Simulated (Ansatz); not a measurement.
Start from MgTe in the wurtzite structure (space group P6_3mc, No. 186).

MgTe is modelled in the hexagonal space group P6₃mc (No. 186), the wurtzite structure, Pearson symbol hP4. Cell: a = b = 4.509 Å, c = 7.338 Å, α = β = 90.00°, γ = 120.00°. Mg on 2b is surrounded by 4 Te at 2.757–2.762 Å (tetrahedral). Te on 2b is surrounded by 4 Mg at 2.757–2.762 Å (tetrahedral). (Neighbours: up to the widest gap in distance over summed covalent radii, below 1.35, at either atom; cation-cation and far metal-metal contacts left out.)

The values are results of Ansatz (a first-principles code) LDA, no spin-orbit coupling, not measurements.

For the base:

| Property | Value |
|---|---|
| Pressure | 0.00 GPa |

Perturbation: every lattice vector is shortened by 1.20 %, atoms relaxed at fixed cell.

Question: Predict the new energy relative to the base.

Answer: The energy goes up by 5.3 meV/atom.

Question: Predict the new pressure.

Answer: The pressure (mean of the normal stresses, compression positive) goes from zero to 1.52 GPa.

Spin-orbit coupling, missing from the scalar runs, can matter with Te. The cells carry an imposed strain or load. Stability against distortions was not tested.
